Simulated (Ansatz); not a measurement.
The reference is WS$_{2}$ in the 2H-MoS2 type structure (space group P6_3/mmc, No. 194; a = 3.1148 Å, c = 11.7731 Å; layered, stacked along the Cartesian z axis).

One thing is altered: hydrostatic tension (pressure −1 GPa).

Levels (all Ansatz, an electronic-structure program, PAW): PBEsol-D3(BJ) (420 eV, no SOC); r2SCAN (500 eV, no SOC); HSE06 (420 eV, spin-orbit coupling left out).

At the geometry relaxed with PBEsol-D3(BJ), these levels gave the following band gaps, in shuffled order: (a) 0.72 eV, (b) 0.88 eV, (c) 1.27 eV.

Problem. Match each gap to its level.

Solution. (a) PBEsol-D3(BJ); (b) r2SCAN; (c) HSE06.

Single points use the geometry relaxed with PBEsol-D3(BJ). HSE06 was sampled on its mesh, a few special points and the semilocal edge points, so its gap is an upper bound. With W present, leaving out spin-orbit coupling can change the band edges. Load acts through the strain it causes; cell and atoms are relaxed under it. No phonon test of stability was made.
